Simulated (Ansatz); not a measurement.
**How far a parabola holds: energy against volume of cubic perovskite CsPbCl3 (cubic high-temperature phase)**

Cubic perovskite CsPbCl3 (cubic high-temperature phase) was calculated with r²SCAN (Ansatz, a program for electronic structure, PAW). Run with plane-wave cutoff 560 eV, 6×6×6 k mesh, Fermi–Dirac smearing 0.01 eV, scalar-relativistic PAW data made under PBE. The cell has no free parameter but its volume, all volumes share cutoff and mesh, and the runs aren't spin-polarised. Energies are free energies at the run's smearing, counted from the lowest row; static lattice.

```csv
V (Å³/atom),E (meV/atom)
34.332,?
35.062,4.90
35.792,1.18
36.523,0.00
37.253,1.09
37.984,4.21
```

Fit E of the 5 rows that show it with a parabola. With u = V - 36.5, the rows have u = -1.4380, -0.7080, 0.0230, 0.7530, 1.4840. Least squares gives E = 0.003 - 0.2990·u + 2.1350·u². Residuals (row less fit): 0.052, -0.105, 0.003, 0.102, -0.051; standard error 0.115 (degrees of freedom: 2). The fitted curve has its minimum at V = 36.6, where E = -0.01. Its curvature is d²E/dV² = 2 × 2.1350 meV/Å⁶, so B = V0·d²E/dV² × 0.1602 = 25.0 GPa.

Problem. What does the fit predict for E at V = 34.332, and how far is the calculated value from it?

Solution. u = -2.1680, so E = 0.003 - 0.2990 × (-2.1680) + 2.1350 × (-2.1680)² = 10.686 meV/atom. The calculation gives 11.47 meV/atom, 0.784 meV/atom above the prediction (6.8 % of the range of E in the table). The row lies outside the fitted rows, so this is an extrapolation. From the scatter of the fitted rows alone, a prediction at this place has a standard error of 0.273 meV/atom, so the miss is 2.9 times that.

The residuals are curvature that a parabola lacks, not noise. A solid that stiffens under compression and softens on expansion lies above the parabola at the compressed end and under it at the expanded end, as this row does. A third-order Birch-Murnaghan fit to the whole scan has B0 = 24.9 GPa. Only scans are tabulated whose curvature falls smoothly with volume, and where the parabola meets the shown rows within 5 % of their range and misses the end by 0.1 meV or more.

Note: the relaxation could not lower the start's symmetry, so the cell can be a saddle point above a distorted one.

Spin–orbit coupling is not included; it can shift volumes and moduli of such heavy elements.
